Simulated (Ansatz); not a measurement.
Consider PbS in the rock salt structure (space group Fm-3m, No. 225; a = 5.903 Å). Axes: x, y, z lie along the cube axes.

All numbers come from PBEsol (Ansatz, an electronic-structure program), scalar-relativistic without spin-orbit coupling.

The change: every lattice vector is stretched by 0.58 %; the atoms relax in the strained cell.

### Question
Predict the stress tensor and what it implies for the stiffness.

### Answer
Stress of the strained cell less that of the base (GPa, compression positive):
```
  -1.00    0.00    0.00
   0.00   -1.00    0.00
   0.00    0.00   -1.00
```

Then B = −ΔP/(ΔV/V₀) with ΔV/V₀ = 0.0175 gives secant stiffness values (nonlinear terms included at this strain): B ≈ 57 GPa.

Stability against distortions was not tested.
